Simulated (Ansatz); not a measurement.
L1₂ (Cu3Au-type) Ni3Al was calculated with PBE (PAW; Ansatz, a quantum-chemistry and plane-wave program).

Numerical settings: plane-wave cutoff 520 eV, 18×18×18 k mesh, Fermi–Dirac smearing 0.024 eV (set by the program), spin-polarised with parallel moments, scalar-relativistic PAW data made under PBE.

Cell (relaxed at this level):

```
AlNi3
1.0
    3.56672     0.00000     0.00000
    0.00000     3.56672     0.00000
    0.00000     0.00000     3.56672
Al Ni
1 3
Direct
  0.00000   0.00000   0.00000
  0.00000   0.50000   0.50000
  0.50000   0.00000   0.50000
  0.50000   0.50000   0.00000
```

Problem. Give the computed elastic constant C44, Poisson ratio, Young modulus, elastic constant C11 and elastic constant C12.

Solution. 
elastic constant C44: 132 GPa
Poisson ratio: 0.291
Young modulus: 228 GPa
elastic constant C11: 247 GPa
elastic constant C12: 149 GPa

Measured, for comparison: elastic constant C44 123 GPa, elastic constant C11 224 GPa, elastic constant C12 149 GPa (temperature not stated, no zero-point or thermal correction; as tabulated in The elastic constants of Ni3Al to 1.4 GPa). Computed (rounded) less measured: elastic constant C44 +7 %, elastic constant C11 +10 %, elastic constant C12 0.0 %. A static lattice is as a rule a little smaller and stiffer than an uncorrected measurement, which narrows the difference in the elastic constant C44 and would widen misses of the other sign.

Elastic constants are with the ions relaxed.

Computed values are for the static lattice.

Computing time: around 40 core-minutes (rough).
